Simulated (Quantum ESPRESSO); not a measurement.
## What a tighter setting buys: ecutwfc, Y3Mg (Imm2, 4 atoms in the cell)

```xyz
4
Lattice="1.8114 5.6472 2.9661 -1.8114 5.6472 2.9661 -1.8114 -5.6472 2.9661" Properties=species:S:1:pos:R:3 pbc="T T T"
Y     -1.8114     0.0000     0.9026
Y      0.0000    -8.3966     0.0379
Y      0.0000    -2.8977     0.0379
Mg     0.0000     0.0000     3.9650
```

Level of theory: PBEsol, GBRV 1.5 ultrasoft (PBESOL) pseudopotentials (plane waves; Quantum ESPRESSO).

Base settings: ecutwfc = 40 Ry; ecutrho = 320 Ry; occupations = smearing; smearing = gauss; degauss = 0.0036749 Ry; potentials = {Y: y_pbesol_v1.4.uspp.F.UPF, Mg: mg_pbesol_v1.4.uspp.F.UPF}; K_POINTS = automatic 6 6 6 0 0 0; conv_thr = 1e-11 Ry.

Misses are taken against the tightest run, 70 Ry (ecutrho: 320 Ry → 560 Ry), which need not be fully converged itself. The energy is the free energy per atom.

The count of work is k-points × plane waves × bands × iterations; it is no time, and leaves out set-up, grids and terms that scale otherwise. Core times come from one kind of shared machine and are given to one figure; runs under 30 s give none.

The starting cell comes from a database of computed structures (which also holds hypothetical and non-ambient phases and stackings), without a prior relaxation at this level.

```csv
ecutwfc,energy less reference (meV/atom),pressure less reference (GPa),largest difference in the force on any atom (eV/Å),count of work / reference,core time / reference (rough)
16 Ry (ecutrho: 320 Ry → 128 Ry),6166.33,-114.15,0.065,0.12,0.08
20 Ry (ecutrho: 320 Ry → 160 Ry),1659.80,-38.74,0.014,0.17,0.1
24 Ry (ecutrho: 320 Ry → 192 Ry),418.33,-12.70,0.002,0.22,0.2
28 Ry (ecutrho: 320 Ry → 224 Ry),92.01,-3.51,0.002,0.25,0.3
32 Ry (ecutrho: 320 Ry → 256 Ry),21.43,-0.69,0.001,0.31,0.3
36 Ry (ecutrho: 320 Ry → 288 Ry),9.54,-0.10,0.001,0.37,0.4
40 Ry,6.51,-0.05,0.000,0.43,0.4
46 Ry (ecutrho: 320 Ry → 368 Ry),3.85,-0.02,0.000,0.58,0.5
52 Ry (ecutrho: 320 Ry → 416 Ry),2.86,0.00,0.000,0.64,0.5
60 Ry (ecutrho: 320 Ry → 480 Ry),1.54,-0.02,0.000,0.79,0.6
70 Ry (ecutrho: 320 Ry → 560 Ry),0.00,0.00,0.000,1.0,1
```

Coarsest setting among those run that, with all tighter ones, holds the energy within 5 meV/atom of the reference: 46 Ry (ecutrho: 320 Ry → 368 Ry), off by 3.9 meV/atom; its saving against the reference is no more than about a factor of 2 in the count of work.

Smallest miss in the energy for at most 0.5 times the reference's count of work: 40 Ry, with a miss of 6.5 meV/atom at a count of 0.43.

The step from 16 Ry (ecutrho: 320 Ry → 128 Ry) to 40 Ry: it takes the miss in the energy from 6200 to 6.5 meV/atom, for 3.6 times the count of work and roughly 5 times the time.
